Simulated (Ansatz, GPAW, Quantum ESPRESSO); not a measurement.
# One structure in several programs: YGa (Cmcm, 4 atoms in the cell)

Self-consistent single point.

```
CELL_PARAMETERS angstrom
      2.19303    -5.49162     0.00000
      2.19303     5.49162     0.00000
      0.00000     0.00000     4.11452
ATOMIC_POSITIONS crystal
  Y  0.86093 0.13907 0.75000
  Y  0.13907 0.86093 0.25000
  Ga 0.57424 0.42576 0.75000
  Ga 0.42576 0.57424 0.25000
```

Shared settings, as Ansatz (an electronic-structure program) writes them: kpoints.mp_grid.grid = 5 5 5; scf.occupations.method = fermi_dirac; scf.occupations.width = 0.1 eV. Potentials and cutoffs stand in the table.

```tsv
code	model	pressure (GPa)	largest force (eV/Å)	cutoff
Quantum ESPRESSO	LDA (PZ), GBRV 1.5 ultrasoft (LDA) pseudopotentials	-6.68	0.080	50 Ry
GPAW	LDA (Perdew-Wang 92), GPAW PAW datasets LDA (gpaw-data 1.0.1)	-6.31	0.102	550 eV
Ansatz	LDA (PW92), PAW files made with PBE	-6.54	0.082	420 eV
```

Size of the force on each atom (eV/Å): Sizes of forces hide their directions.

```
code                 Y1     Y2    Ga3    Ga4
----------------  -----  -----  -----  -----
Quantum ESPRESSO  0.080  0.080  0.046  0.046
GPAW              0.066  0.066  0.102  0.102
Ansatz            0.082  0.082  0.033  0.033
```

The spread over the programs that give each value: pressure within 0.37 GPa; largest force within 0.022 eV/Å.

Ansatz's pressure is given at a fixed set of plane waves, as the other plane-wave codes print theirs. The same LDA comes in different parametrisations, which differ slightly.

On the base mesh (6 6 6) the same programs gave: Ansatz pressure -6.50 GPa; Quantum ESPRESSO pressure -6.61 GPa; GPAW pressure -6.27 GPa.

The starting cell comes from a database of computed structures (which also holds hypothetical and non-ambient phases and stackings), without a prior relaxation at this level. Its lattice was rescaled by a random factor within 2.5 % of one.

Left out of this page: Elk (not drawn, or without a comparable value).

Keys are those of Ansatz 0.2.
